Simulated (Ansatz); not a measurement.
The starting structures come from a database of crystals and need not be the phases stable at ambient conditions.

 Where the default PAW files enter, the runs use the earlier of Ansatz's two default sets.

```
CELL_PARAMETERS angstrom
      4.24163     0.00000     0.00000
     -2.12081     3.67336     0.00000
      0.00000     0.00000    34.14565
ATOMIC_POSITIONS crystal
  Cd 0.66667 0.33333 0.79996
  Cd 0.33333 0.66667 0.20004
  Cd 0.00000 0.00000 0.40008
  Cd 0.00000 0.00000 0.59992
  Cd 0.00000 0.00000 0.00000
  I  0.66667 0.33333 0.94932
  I  0.33333 0.66667 0.05068
  I  0.66667 0.33333 0.14935
  I  0.33333 0.66667 0.85065
  I  0.33333 0.66667 0.45075
  I  0.66667 0.33333 0.54925
  I  0.66667 0.33333 0.34938
  I  0.33333 0.66667 0.65062
  I  0.00000 0.00000 0.74929
  I  0.00000 0.00000 0.25071
```

Space group of this cell: P-3m1. The cell was relaxed by PBE-D3(BJ); by PBEsol its mean pressure is -0.7 GPa.

Transport runs along the normal of the first two printed cell vectors, the (001) plane of the conventional cell.

The gap is the functional's own, uncorrected, and κ follows it; spin-orbit coupling is left out. Mid-gap values are interpolated between the computed energies.

Task: State the band gap and the smallest decay constant κ at mid-gap according to PBEsol in Ansatz (a program for electronic structure).

Result: Gap 2.18 eV on a 12×12×1 mesh; κ = 0.173 1/Å, at the zone centre.
